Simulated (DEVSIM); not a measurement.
Structure: abrupt Si p-n junction, at 250 K.

Layer 1 from the left is Si, thickness (μm) 6.60, Na (cm⁻³) 8.1e17, τn (s) 2.7e-6, τp (s) 2.7e-6. Layer 2 from the left is Si, thickness (μm) 200, Nd (cm⁻³) 1.6e14, τn (s) 2.7e-6, τp (s) 2.7e-6.

Left contact: ohmic. Right contact: ohmic. Voltage is applied to the left contact. Recombination: SRH at mid-gap, Auger. Mobility is μmin + (μ − μmin)/(1 + (N/Nref)^α).

The device is made up for the run: typed textbook-type constants, with dimensions and the other settings drawn at random. Values at 300 K; Nc and Nv go as T^1.5, mobilities as T to minus their exponent, the gap by Varshni's rule with the affinity fixed.

Si: gap (eV) 1.124, affinity (eV) 4.05, permittivity 11.7, Nc (cm⁻³) 2.86e19, Nv (cm⁻³) 3.1e19, μn (cm²/Vs) 1417, μp (cm²/Vs) 470, μn,min 52, μp,min 45, Nref,n 9.7e16, Nref,p 2.2e17, αn 0.68, αp 0.72, T exponent of μn 2.3, T exponent of μp 2.2, Cn (cm⁶/s) 2.8e-31, Cp (cm⁶/s) 9.9e-32, Varshni α (eV/K) 0.000473, Varshni β (K) 636.

Q: Estimate by hand the built-in potential, the peak field at zero bias, the capacitance at -1.5 V, and compare with a numerical solution.

A: 
- Built-in potential: ni = √(Nc Nv) exp(−Eg/2kT) = 8.01e7 cm⁻³ with Eg = 1.136 eV; Vbi = kT/q ln(Na Nd/ni²) = 0.809 V; numerical 0.809 V.
- Peak field at zero bias: depletion approximation: W = √(2εVbi/(qN)) = 2.56 μm with N = 1.60e14 cm⁻³; field = 2Vbi/W = 6330 V/cm; numerical 44900 V/cm (estimate below by 86 %).
- Capacitance at -1.5 V: C = √(qεN / 2(Vbi + |V|)) = 2.40 nF/cm²; numerical 2.46 nF/cm² (estimate below by 2.6 %).

Simulated with DEVSIM: 1D drift-diffusion, Boltzmann statistics, complete ionisation; no tunnelling, impact ionisation, image-force lowering or self-heating.
